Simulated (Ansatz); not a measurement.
The starting structures come from a database of crystals and need not be the phases stable at ambient conditions.

By PBEsol, the system below comes out a metal.

Consider the following.

```
Al3Sc
1.0
    4.00605     0.00000     0.00000
    0.00000     4.00605     0.00000
    0.00000     0.00000     4.08781
Sc Al
1 3
Cartesian
  0.00000   0.00000   0.00000
  2.00303   0.00000   2.04391
  0.00000   2.00303   2.04391
  2.00303   2.00303   0.00000
```

Space group of this cell: P4/mmm. The cell is strained (lengths across the current scaled by 0.98, ions clamped); by PBEsol its mean pressure is 2.8 GPa.

The current flows along the normal of the first two printed cell vectors, the (001) (indices of the unstrained crystal) plane of the conventional cell. No spin-orbit coupling; the value is a mean over 0.1 eV about the Fermi level.

### Question
Compute, with PBEsol in Ansatz (a first-principles code), the ballistic conductance per area.

### Answer
0.58 × 10¹⁵ S/m² for both spins.
